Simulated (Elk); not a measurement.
Worked example: self-consistent single point of TlBr (Fm-3m, 2 atoms in the cell) in Elk.

Level of theory: Elk 10.2.4 with LDA (PW92), all-electron FP-LAPW, Elk's shipped species files, APW+lo basis with extra local orbitals.

The change in words: lattice scaled by 0.98. Reference geometry:
```
CELL_PARAMETERS angstrom
      0.00000     3.34204     3.34204
      3.34204     0.00000     3.34204
      3.34204     3.34204     0.00000
ATOMIC_POSITIONS crystal
  Tl 0.00000 0.00000 0.00000
  Br 0.50000 0.50000 0.50000
```

Reference input (self-consistent single point, DFT, LDA (PW92), all-electron FP-LAPW, Elk's shipped species files, APW+lo basis with extra local orbitals): rgkmax = 8; stype = 0; swidth = 0.0001 Ha; ngridk = 6 6 6; tforce = true; gmaxvr = 18 1/bohr; lmaxapw = 10; lmaxo = 8; nxlo = 2; lorbcnd = true; lradstp = 2; nrmtscf = 2. This run's input differs from it in these lines:

```diff
@@ -43,3 +43,3 @@
 scale
-  8.931522743
+  8.752891753
```

The program printed (abridged):

```
│ Self-consistent loop started │
│ Loop number : 1 │
 total energy                :     -22888.2385665
│ Loop number : 2 │
 total energy                :     -22888.2482399
RMS change in Kohn-Sham potential (target) :   0.8983221934E-01 (  0.1000000000E-05)
Absolute change in total energy (target)   :   0.9673494471E-02 (  0.1000000000E-03)
│ Loop number : 3 │
 total energy                :     -22887.7721648
RMS change in Kohn-Sham potential (target) :   0.7753314670E-01 (  0.1000000000E-05)
Absolute change in total energy (target)   :   0.4736567614     (  0.1000000000E-03)
│ Loop number : 4 │
   [... lines left out ...]
Absolute change in total energy (target)   :   0.5020107674E-03 (  0.1000000000E-03)
│ Loop number : 14 │
 total energy                :     -22880.9797407
RMS change in Kohn-Sham potential (target) :   0.1725666724E-06 (  0.1000000000E-05)
Absolute change in total energy (target)   :   0.1364916352E-03 (  0.1000000000E-03)
│ Loop number : 15 │
 total energy                :     -22880.9797391
RMS change in Kohn-Sham potential (target) :   0.3128627352E-07 (  0.1000000000E-05)
Absolute change in total energy (target)   :   0.3572300193E-04 (  0.1000000000E-03)
Convergence targets achieved

│ Loop number : 16 │

Energies :
 Fermi                       :     0.702036535219E-01
 total energy                :     -22880.9797421

Density of states at Fermi energy :   0.8482413130E-05
 (states/Hartree/unit cell)

Estimated indirect band gap :   0.6387012485E-01
 from k-point      4 to k-point      4
Estimated direct band gap   :   0.6387012485E-01
 at k-point      4

Charges :
 core                        :    80.00000000
 valence                     :    36.00000000
 interstitial                :    3.124773405
 muffin-tins (core leakage)
  species :    1 (Tl)
   atom    1                 :    79.42705737     (  0.3670405581E-04)
  species :    2 (Br)
   atom    1                 :    33.44816923     (  0.2382469881E-04)
 total in muffin-tins        :    112.8752266
   [... lines left out ...]
   total force               :    -0.00000000   -0.00000000    0.00000000
   total magnitude           :     0.00000000
 species :    2 (Br)
  atom :    1
   Hellmann-Feynman          :    -0.00000000    0.00000000   -0.00000000
   IBS                       :     0.00000000   -0.00000000    0.00000000
   total force               :     0.00000000    0.00000000   -0.00000000
   total magnitude           :     0.00000000
```

The run converged in 16 iterations. The count includes the last loop, which Elk runs after its targets are met. Against the reference run the total energy goes down by 24.9 meV/atom and the gap on the mesh goes from 1.956 to 1.738 eV.

The starting cell comes from a database of computed structures (which also holds hypothetical and non-ambient phases and stackings), without a prior relaxation at this level. For this run, on top of that: lattice scaled by 0.98. Spin-orbit coupling is off. Values depend on the basis (sphere radii, cutoffs, local orbitals), which need not be converged.
